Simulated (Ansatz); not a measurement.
# Competing hops of interstitial Be in beta Ga2O3, charge state +2

System: interstitial Be in beta Ga2O3 (charge state +2). Computed with PBE, PAW (plane waves to 420 eV; Ansatz, a quantum-chemistry and plane-wave program).

Settings: 120 host sites, the relaxed PBE lattice, the Γ point alone, smearing 0.01 eV, spin-restricted, no image-charge correction. No zero-point or tunnelling terms. The charge state is imposed; whether it is stable for some Fermi level was not computed. Sites that were not tried may lie lower.

Barriers: single points on a 2×2×2 k-point mesh shifted by half a step at the bands' geometries.

```
Route                                       Start site over the lowest site run (eV)  Hop (Å)  Forward barrier (eV)  Backward barrier (eV)              Neighbours at the start                      Neighbours at the saddle                        Saddle order  Forward, on the band's own sampling (eV)
------------------------------------------  ----------------------------------------  -------  --------------------  ---------------------  -----------------------------------  --------------------------------------------  ----------------------------------  ----------------------------------------
a concerted move, in which Be travels most                                      0.00     1.94                  0.76                   0.76  O at 1.62, 2 O at 1.66, O at 1.79 Å  O at 1.54, O at 1.65, O at 1.73, O at 2.06 Å                         not checked                                      0.75
a concerted move, in which Be travels most                                      0.00     2.37                  1.79                   1.38  O at 1.62, 2 O at 1.66, O at 1.79 Å                      2 O at 1.56, O at 1.67 Å  not checked, on a symmetry element                                      1.76
```

Paths come from nudged elastic bands with a climbing image. Of the routes that converged and passed our checks, the lowest saddle point lies 0.76 eV above the lowest of the sites run (a concerted move, in which Be travels most); other sites, such as split forms, and other routes may lie lower. A band can be held on a symmetry element, so unchecked saddle points there may be too high.
